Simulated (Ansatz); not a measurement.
Consider InP in the zinc blende structure (space group F-43m, No. 216).

```xyz
2
Lattice="0.0000 2.9535 2.9535 2.9535 0.0000 2.9535 2.9535 2.9535 0.0000" Properties=species:S:1:pos:R:3 pbc="T T T"
In     0.0000     0.0000     0.0000
P      1.4767     1.4767     1.4767
```

Cartesian axes are those of the cell as printed.

Method: r2SCAN in Ansatz (plane waves to 500 eV, PAW, no SOC).

Before the change:

The valley order comes out as Γ 1.03 eV; L along ⟨111⟩ 1.80 eV; X along ⟨100⟩ 2.04 eV.

It is then changed as follows: a pure shear with ε_xy = ε_yx = 0.0086, atoms relaxed at fixed cell.

How does this affect the stress and valley order?

The stress (xx, yy, zz, yz, xz, xy; compression positive) is (0.01, 0.01, 0.00, 0.00, 0.00, -0.79) GPa; the valley order (the lowest conduction-band minima on the path, energy above the VBM, named in the base's zone) changes from Γ 1.03 eV; L along ⟨111⟩ 1.80 eV; X along ⟨100⟩ 2.04 eV to Γ 0.97 eV; L along [1-11] 1.66 eV; L along [11-1] 1.82 eV; X along [001] 1.95 eV.

The levels and masses belong to the bands next to the band gap. The cells carry an imposed strain or load. Stability against distortions was not tested.

Ansatz is a program for electronic structure.
